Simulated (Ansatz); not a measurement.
## Cu3Sn, response to strain

Start from Cu₃Sn (space group Pmmn, No. 59).

```
CELL_PARAMETERS angstrom
      4.26405     0.00000     0.00000
      0.00000     5.42564     0.00000
      0.00000     0.00000     4.77482
ATOMIC_POSITIONS crystal
  Cu 0.50000 0.00000 0.29884
  Cu 0.00000 0.50000 0.70116
  Cu 0.00000 0.75279 0.15476
  Cu 0.00000 0.24721 0.15476
  Cu 0.50000 0.74721 0.84524
  Cu 0.50000 0.25279 0.84524
  Sn 0.50000 0.50000 0.34399
  Sn 0.00000 0.00000 0.65601
```

Cartesian axes are those of the cell as printed.

Strains are applied to the cell and any free atomic positions relax; under biaxial strain the out-of-plane vector relaxes too.

All numbers come from plane-wave PAW DFT at the PBEsol level (Ansatz, a first-principles code, 420 eV), without spin-orbit coupling, earlier PAW set.

Notes on the quantities. pressure: mean of the normal stresses, compression positive; energy relative to the base: free energy F.

```tsv
case	pressure	energy relative to the base	shortest interatomic distance
base	0.0 GPa	0 meV/atom	2.564 Å
biaxial strain +0.99 %, plane normal [001], relaxed out of plane	-1.2 GPa	–	2.566 Å
isotropic strain +1.05 %	-3.7 GPa	+5.3 meV/atom	2.577 Å
isotropic strain +4.27 %	-11.5 GPa	+76 meV/atom	2.594 Å
uniaxial strain ε_zz = +2.42 %	-2.7 GPa	+3.8 meV/atom	2.573 Å
```

Without a gap, meshes like the base's 11×9×10 leave anisotropic stresses uncertain by several tenths of a GPa, and small strain energies with them. No phonon test of stability was made. The final runs are not spin-polarised.
